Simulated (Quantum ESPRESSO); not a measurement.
A self-consistent single point of LiCl (Fm-3m, 2 atoms in the cell) with Quantum ESPRESSO.

Computed with Wu-Cohen GGA, SSSP 1.1.2 efficiency (PBE) pseudopotentials (plane waves; Quantum ESPRESSO).

```xyz
2
Lattice="-2.5477 0.0000 2.5477 0.0000 2.5477 2.5477 -2.5477 2.5477 0.0000" Properties=species:S:1:pos:R:3 pbc="T T T"
Li     0.0000     0.0000     0.0000
Cl    -2.5477     2.5477     2.5477
```

Reference input (self-consistent single point, DFT, PBE, plane waves, SSSP 1.1.2 efficiency (PBE) pseudopotentials): ecutwfc = 40 Ry; ecutrho = 320 Ry; occupations = smearing; smearing = fd; degauss = 0.000734986 Ry; potentials = {Li: li_pbe_v1.4.uspp.F.UPF, Cl: cl_pbe_v1.4.uspp.F.UPF}; K_POINTS = automatic 9 9 9 1 1 1; conv_thr = 1e-10 Ry; mixing_beta = 0.7. This run's input differs from it in these lines:

```diff
@@ -18,2 +18,3 @@
    degauss = 0.000734986,
+   input_dft = 'wc',
 /
```

Output, abridged:

```
     Self-consistent Calculation

     iteration #  1     ecut=    40.00 Ry     beta= 0.70

     Threshold (ethr) on eigenvalues was too large:
     Diagonalizing with lowered threshold

     negative rho (up, down):  1.465E-02 0.000E+00

     total energy              =     -47.91361912 Ry
     estimated scf accuracy    <       0.01953907 Ry

     iteration #  2     ecut=    40.00 Ry     beta= 0.70

     negative rho (up, down):  1.459E-02 0.000E+00

     total energy              =     -47.91467872 Ry
     estimated scf accuracy    <       0.00097040 Ry

     iteration #  3     ecut=    40.00 Ry     beta= 0.70

     negative rho (up, down):  1.455E-02 0.000E+00

     total energy              =     -47.91499387 Ry
     estimated scf accuracy    <       0.00005499 Ry

   [... 2 blocks of this kind left out ...]

     iteration #  6     ecut=    40.00 Ry     beta= 0.70

     negative rho (up, down):  1.454E-02 0.000E+00

     total energy              =     -47.91502036 Ry
     estimated scf accuracy    <          9.5E-10 Ry

     iteration #  7     ecut=    40.00 Ry     beta= 0.70

     negative rho (up, down):  1.454E-02 0.000E+00
     End of self-consistent calculation

     the Fermi energy is     5.0668 ev

!    total energy              =     -47.91502036 Ry
     estimated scf accuracy    <          4.2E-11 Ry
     smearing contrib. (-TS)   =       0.00000000 Ry
     internal energy E=F+TS    =     -47.91502036 Ry

     convergence has been achieved in   7 iterations

     negative rho (up, down):  1.454E-02 0.000E+00

     Forces acting on atoms (cartesian axes, Ry/au):

     atom    1 type  1   force =     0.00000000    0.00000000    0.00000000
     atom    2 type  2   force =     0.00000000    0.00000000   -0.00000000

     Total force =     0.000000     Total SCF correction =     0.000000

     negative rho (up, down):  1.454E-02 0.000E+00
          total   stress  (Ry/bohr**3)                   (kbar)     P=       -4.48
  -0.00003048   0.00000000   0.00000000           -4.48        0.00        0.00
   0.00000000  -0.00003048  -0.00000000            0.00       -4.48       -0.00
   0.00000000  -0.00000000  -0.00003048            0.00       -0.00       -4.48

   JOB DONE.
```

The run converged in 7 iterations. Against the reference run the pressure goes from 1.07 to -0.45 GPa and the gap on the mesh goes from 6.559 to 6.343 eV.

The starting cell comes from a database of computed structures (which also holds hypothetical and non-ambient phases and stackings), without a prior relaxation at this level. Its lattice was rescaled by a random factor within 2.5 % of one. The shifted mesh does not hold Γ, so a gap read on it misses any band edge there.
